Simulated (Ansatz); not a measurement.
# Cr under a change: Cr vacancy, symmetric start

Take a 12-atom supercell of Cr in the bcc (W type) structure (space group Im-3m, No. 229; a = 2.814 Å; non-magnetic) at its relaxed geometry as the base.

It is then changed as follows: one Cr atom is removed, atoms relaxed at fixed cell.

Calculations: PBEsol (Ansatz, a quantum-chemistry and plane-wave program, PAW, without spin-orbit coupling), earlier PAW set. k-mesh 8×8×6 (Γ-centred); smearing 0.05 eV (Fermi–Dirac).

The pressure shrinks by 7.6 GPa, from 0.1 GPa to -7.5 GPa and the energy gained by relaxation amounts to 0.03 eV. The mean distance from the defect site to its nearest host atoms shrinks by 0.01 Å, from 2.44 Å to 2.43 Å.

Final structure:

```yaml
crystal:
  lattice:
    - [-2.81432, 2.81432, 2.81432]
    - [2.81432, -2.81432, 2.81432]
    - [4.22147, 4.22147, -1.40716]
  atoms:
    - { symbol: Cr, position: [0.00000, 0.50000, 0.00000] }
    - { symbol: Cr, position: [0.50000, 0.00000, 0.00000] }
    - { symbol: Cr, position: [0.50000, 0.50000, 0.00000] }
    - { symbol: Cr, position: [0.33374, 0.33374, 0.33524] }
    - { symbol: Cr, position: [0.16267, 0.16267, 0.67138] }
    - { symbol: Cr, position: [0.33093, 0.83583, 0.33022] }
    - { symbol: Cr, position: [0.16417, 0.66907, 0.66978] }
    - { symbol: Cr, position: [0.83583, 0.33093, 0.33022] }
    - { symbol: Cr, position: [0.66907, 0.16417, 0.66978] }
    - { symbol: Cr, position: [0.83733, 0.83733, 0.32862] }
    - { symbol: Cr, position: [0.66626, 0.66626, 0.66476] }
```

The magnetic state is the one reached from the starting moments; the real material's order can differ, and small cells can't hold many antiferromagnetic ones. The cell is small, so the values are those of an ordered compound at a high defect concentration; dilute-limit values will differ. The defect started on the symmetric site and kept its symmetry, so it may sit on a saddle. Seeded moments were not kept for Cr vacancy and the base. Spin-polarised in the final run: Cr vacancy; the other runs are not. Real Cr is antiferromagnetic at low temperature and ambient pressure, an order that this cell doesn't hold. The defect cell is spin-polarised and ends with 0.0 μB.
